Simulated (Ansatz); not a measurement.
# A computed series for hypothetical P6_3/mmc PbI2: pressure series

The parent structure is PbI₂ in the 2H-MoS2 type structure (space group P6_3/mmc, No. 194; a = 4.398 Å, c = 14.845 Å; a hypothetical phase, not in the database extracts checked).

Cell and atoms are relaxed at each pressure.

Level of theory: DFT with PBE-D3(BJ), PAW potentials and a 420 eV plane-wave cutoff in Ansatz (a program for electronic structure), scalar-relativistic without spin-orbit coupling, earlier PAW set.

Task: Only one of these has no band gap. Which?
A. pressure 0.7 GPa
B. pressure 3 GPa
C. pressure 10 GPa
D. pressure 5 GPa

Result: C, pressure 10 GPa. Computed: pressure 3 GPa: 0.93 eV; pressure 0.7 GPa: 1.69 eV; pressure 5 GPa: 0.39 eV; pressure 10 GPa: zero

A case with no gap was solved on a k-mesh chosen for an insulator, which is coarse for it. With I and Pb present, leaving out spin-orbit coupling can change the band edges. Load acts through the strain it causes; cell and atoms are relaxed under it. Stability against distortions was not tested. No other phases were tried under pressure. The final runs are not spin-polarised. A zero or small gap of PbI2 under pressure 10 GPa can be the functional's error rather than a property of the material.
